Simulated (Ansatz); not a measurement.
**GaN, response to strain**

Start from GaN in the wurtzite structure (space group P6_3mc, No. 186; a = 3.1518 Å, c = 5.1383 Å). Axes: x lies along a and z along c of the hexagonal cell.

Strains are applied to the cell and any free atomic positions relax.

All numbers come from DFT with LDA, PAW potentials and a 420 eV plane-wave cutoff in Ansatz (a quantum-chemistry and plane-wave program), no spin-orbit coupling.

Notes on the quantities. energy relative to the base: free energy F.

| case | band gap | energy relative to the base | electron mass |
|---|---|---|---|
| base | 2.13 eV | 0 meV/atom | 0.18 mₑ along c, 0.20 mₑ across (at Γ) |
| tensor shear ε_xz = +0.33 % | 2.12 eV | +0.1 meV/atom | 0.18 mₑ along z, 0.20 mₑ across (at Γ) |
| tensor shear ε_xz = +0.67 % | 2.11 eV | +0.6 meV/atom | 0.18 mₑ along z, 0.20 mₑ across (at Γ) |
| tensor shear ε_xz = +2.00 % | 2.02 eV | +5.3 meV/atom | 0.18 mₑ along z, 0.19 mₑ across (at Γ) |
| tensor shear ε_xz = +1.00 % | 2.09 eV | +1.3 meV/atom | 0.18 mₑ along z, 0.20 mₑ across (at Γ) |
| tensor shear ε_xz = +1.67 % | 2.05 eV | +3.7 meV/atom | 0.18 mₑ along z, 0.20 mₑ across (at Γ) |
| tensor shear ε_xz = +1.33 % | 2.07 eV | +2.3 meV/atom | 0.18 mₑ along k, 0.20 mₑ across (at Γ) |

Masses are band curvatures over ±0.01 Å⁻¹ around the edge. Along k means along the line from Γ to the band edge. Semilocal Kohn–Sham gaps tend to fall short of experiment. No phonon test of stability was made.
